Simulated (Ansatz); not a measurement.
## PtSb2: pressure series

The parent structure is PtSb₂ (space group Pa-3, No. 205; a = 6.553 Å).

Cell and atoms are relaxed at each pressure.

Calculations: PBE (Ansatz, a program for electronic structure, PAW, no spin-orbit coupling).

| case | density | shortest interatomic distance |
|---|---|---|
| base | 10.35 g/cm³ | 2.717 Å |
| pressure −2 GPa | 10.14 g/cm³ | 2.735 Å |
| pressure −1 GPa | 10.25 g/cm³ | 2.726 Å |
| pressure 0.3 GPa | 10.38 g/cm³ | 2.714 Å |
| pressure 0.7 GPa | 10.42 g/cm³ | 2.711 Å |
| pressure 1.5 GPa | 10.50 g/cm³ | 2.704 Å |
| pressure 3 GPa | 10.63 g/cm³ | 2.692 Å |
| pressure 5 GPa | 10.80 g/cm³ | 2.678 Å |
| pressure 7.5 GPa | 11.01 g/cm³ | 2.661 Å |
| pressure 10 GPa | 11.19 g/cm³ | 2.646 Å |

Load acts through the strain it causes; cell and atoms are relaxed under it. Whether these cells are dynamically stable was not tested. Competing high-pressure phases were not computed. All final runs are without spin polarisation.
